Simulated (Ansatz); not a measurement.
HfO2 (P4₂/nmc, No. 137; high-temperature phase) was calculated with LDA (Ansatz, a quantum-chemistry and plane-wave program, PAW).

Numerical settings: plane-wave cutoff 500 eV, 12×12×8 k mesh (along the axes of the cell as run), gaussian smearing 0.02 eV, scalar-relativistic PAW data made under PBE.

Computed at the level's own relaxed cell.

Q: Give the computed equilibrium volume per atom, lattice constant a, c axis length and band gap.

A: 
* **equilibrium volume per atom**: 10.64 Å³/atom
* **lattice constant a**: 3.537 Å
* **c axis length**: 5.102 Å
* **band gap**: 4.48 eV (on the SCF k mesh)

Note: the relaxation could not lower the start's symmetry, so the cell can be a saddle point above a distorted one.

Spin–orbit coupling is not included.

Static lattice: no zero-point or thermal effects.
